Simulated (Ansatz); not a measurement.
Band structure of AlCr₂C (P6_3/mmc, 8 atoms in the cell).

```yaml
crystal:
  lattice:
    - [2.82510, 0.00000, 0.00000]
    - [-1.41255, 2.44661, 0.00000]
    - [0.00000, 0.00000, 12.60137]
  atoms:
    - { symbol: Al, position: [0.66667, 0.33333, 0.25000] }
    - { symbol: Al, position: [0.33333, 0.66667, 0.75000] }
    - { symbol: Cr, position: [0.33333, 0.66667, 0.41494] }
    - { symbol: Cr, position: [0.66667, 0.33333, 0.58506] }
    - { symbol: Cr, position: [0.66667, 0.33333, 0.91494] }
    - { symbol: Cr, position: [0.33333, 0.66667, 0.08506] }
    - { symbol: C, position: [0.00000, 0.00000, 0.50000] }
    - { symbol: C, position: [0.00000, 0.00000, 0.00000] }
```

Method: PBE, PAW files (plane waves; Ansatz, a program for electronic structure).

Settings: basis.ecutwfc = 420 eV; kpoints.mp_grid.grid = 9 9 2; hamiltonian.xc = pbe; hamiltonian.pseudopotentials = {kind: paw} (the program's default PAW files); scf.occupations.method = fermi_dirac; scf.occupations.width = 0.136 eV; kpoints.band_path.npoints = 8.

The starting cell comes from a database of computed structures (which also holds hypothetical and non-ambient phases and stackings), without a prior relaxation at this level. Spin polarisation is off.

Levels in eV from the Fermi level, bands 32 to 39:
| point | 32 | 33 | 34 | 35 | 36 | 37 | 38 | 39 |
|---|---|---|---|---|---|---|---|---|
| Γ | -1.07 | -1.05 | -1.05 | -0.21 | -0.21 | -0.18 | -0.18 | 0.61 |
| M | -2.00 | 0.14 | 0.30 | 0.42 | 0.44 | 0.85 | 0.86 | 1.24 |
| K | -2.23 | -1.91 | -0.83 | 0.39 | 0.39 | 0.72 | 0.72 | 1.01 |
| A | -1.06 | -1.06 | -1.06 | -0.20 | -0.20 | -0.20 | -0.20 | 0.63 |
| L | -2.01 | 0.31 | 0.31 | 0.36 | 0.36 | 0.86 | 0.86 | 1.25 |
| H | -2.08 | -1.31 | -1.31 | 0.33 | 0.33 | 0.82 | 0.82 | 1.37 |

Bands cross the Fermi level along this path, so the cell is metallic at this level.

Keys are those of Ansatz 0.2.
